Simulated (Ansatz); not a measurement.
Consider the following.

```
MgO
1.0
    2.96561     0.00000     0.00000
   -1.48280     2.56829     0.00000
    1.48280     0.85610     2.42141
Mg O
1 1
Direct
  0.00000   0.00000   0.00000
  0.00000   0.50000   0.50000
```

Space group of this cell: Fm-3m, rock salt. The cell is taken as given; by r2SCAN its mean pressure is 1.3 GPa.

The current runs along the normal of the first two printed vectors, the (111) plane. All runs by Ansatz (a first-principles code), plane waves and PAW, without spin-orbit coupling; the base is r2SCAN.

| run | mean pressure (GPa) | gap (eV) | mid-gap κ (1/Å) |
|---|---|---|---|
| base | 1.3 | 5.76 | 0.362 |
| all lengths scaled by 0.98 | 13.0 | 6.41 | 0.388 |
| all lengths scaled by 1.02 | -7.8 | 5.17 | 0.338 |
| lda in place of r2scan | -4.1 | 4.78 | 0.323 |
| lengths across the current scaled by 0.98, ions clamped | 8.8 | 6.12 | 0.377 |
| lengths across the current scaled by 1.02, ions clamped | -5.0 | ? | ? |
| lengths along the current scaled by 0.97, ions clamped | 6.8 | ? | ? |
| lengths along the current scaled by 1.03, ions clamped | -3.5 | 5.37 | 0.348 |
| pbesol in place of r2scan | 2.3 | ? | ? |

Some entries are withheld; supply them.


- lengths across the current scaled by 1.02, ions clamped, gap (eV): 5.26
- lengths across the current scaled by 1.02, ions clamped, mid-gap κ (1/Å): 0.346
- lengths along the current scaled by 0.97, ions clamped, gap (eV): 5.91
- lengths along the current scaled by 0.97, ions clamped, mid-gap κ (1/Å): 0.375
- pbesol in place of r2scan, gap (eV): 4.76
- pbesol in place of r2scan, mid-gap κ (1/Å): 0.320
